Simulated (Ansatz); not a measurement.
## rock-salt HfN (1 1 1) on wurtzite ZnO (1 0 0) (film strained to the substrate, started from cuts of the bulks and a machine-learned relaxation; slabs Zn10O10 and Hf8N8, which can lie off the formulas)

A periodic stack without vacuum, rock-salt HfN (1 1 1) on wurtzite ZnO (1 0 0) (film strained to the substrate, started from cuts of the bulks and a machine-learned relaxation; slabs Zn10O10 and Hf8N8, which can lie off the formulas): substrate slab Zn10O10, film Hf8N8, surface cells [[0, 1], [-1, 0]] and [[-1, 2], [-1, 0]], film strained by -5.0 and +2.0 %, outermost planes OZn/OZn and N/Hf as cut, which need not be the usual terminations and can put a slab off its formula.

The start was prepared with a machine-learned potential, and the result is one local minimum, with the in-plane cell held and forces under 0.04 eV/Å; the film can end far from its bulk form.

Calculation: PBE (plane waves to 420 eV, PAW; Ansatz, an electronic-structure program). No spin–orbit coupling; the runs are not spin-polarised; PBE gaps are too small against experiment. Its k-point mesh 6×10×1, Fermi–Dirac width 0.05 eV.

interface area: 17.4 Å²
period: 26.54 Å
heights between the nearest atoms of the two slabs at the two interfaces: 2.18 and 1.91 Å
Hf–Zn contacts across the interfaces within 1.22 times the sum of covalent radii: 4, mean 3.02 Å
Hf–O contacts across the interfaces within 1.22 times the sum of covalent radii: 1, mean 1.92 Å
N–Zn contacts across the interfaces within 1.22 times the sum of covalent radii: 1, mean 2.21 Å
estimate of the barrier: withheld, since the two interfaces are unlike
slope of the mean potential energy in the substrate: +13.8 MV/cm × e

```xyz
36
Lattice="5.2932 -0.0010 0.0776 -0.0001 3.2794 0.0485 2.1530 2.0474 26.6084" Properties=species:S:1:pos:R:3 pbc="T T T"
Zn     2.6782     0.8981     1.1413
Zn     5.4147     0.8664     3.0728
O      4.8176     0.8945     1.1821
O      2.1420     0.8733     2.9776
Zn     2.7780     2.4981     4.0133
Zn     5.3541     2.4563     5.9639
O      4.7727     2.4919     4.0083
O      2.0658     2.4804     5.8337
Zn     2.6808     0.8266     6.8172
Zn     5.2622     0.7474     8.7951
O      4.6839     0.8023     6.8290
O      1.9686     0.8384     8.6385
Zn     2.5787     2.4630     9.6715
Zn     5.1520     2.2445    11.6803
O      4.5843     2.3692     9.7144
O      1.8447     2.6118    11.4658
Zn     2.4767     0.9791    12.5182
Zn     5.6387     3.2596    14.3071
O      4.4111     0.5743    12.6031
O      1.3227     4.8885    14.0467
Hf     1.7945     3.0977    17.3640
Hf     4.4427     4.7426    17.4060
Hf     5.2289     3.0555    20.2639
Hf     2.5923     4.6952    20.2573
Hf     3.4510     3.0154    22.9317
Hf     6.1232     4.6546    22.9933
Hf     6.9671     2.9728    25.8719
Hf     4.3617     4.6197    25.4448
N      2.6281     4.7476    16.5832
N      5.2583     3.1170    16.4751
N      6.1016     4.7132    19.0477
N      3.4676     3.0736    18.9803
N      4.3495     4.6755    21.6035
N      6.9971     3.0352    21.6085
N      2.5731     4.6362    24.2336
N      5.2537     2.9967    24.2340
```
